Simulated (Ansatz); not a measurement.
End structure of the (312) surface of tetragonal indium in its 1x1 cell, outermost plane spacing 0.97 Å in the ideal cut:

```xyz
11
Lattice="3.4182 0.0000 0.0000 0.3511 8.2935 0.0000 0.0000 0.0000 26.0000" Properties=species:S:1:pos:R:3 pbc="T T T"
In     2.0879     5.8519     8.3703
In     0.3122     3.0833     9.2201
In     1.9110     0.3195    10.0058
In     0.3989     5.7895    11.1819
In     2.0194     2.9412    12.0539
In     0.1756     0.1373    13.0000
In     2.1010     5.6268    13.9461
In     0.3033     2.7785    14.8181
In     1.8583    -0.0449    15.9942
In     0.3900     5.4847    16.7799
In     2.0325     2.7161    17.6297
```

Model: 11-atom slab, 9.7 Å thick at the start (thin: gaps and levels are the slab's own), 11x5x1 mesh, Fermi-Dirac 0.1 eV, dipole correction, all atoms relaxed; start symmetry kept, larger cells not searched; no spin, no spin-orbit, no U.

**Question.** Estimate the work function of the top face that PBE (Ansatz, a quantum-chemistry and plane-wave program) returns for this input.

**Answer.** 3.82 eV

**Question.** Predict the surface energy (mean of both faces) from PBE.

**Answer.** 0.34 J/m²
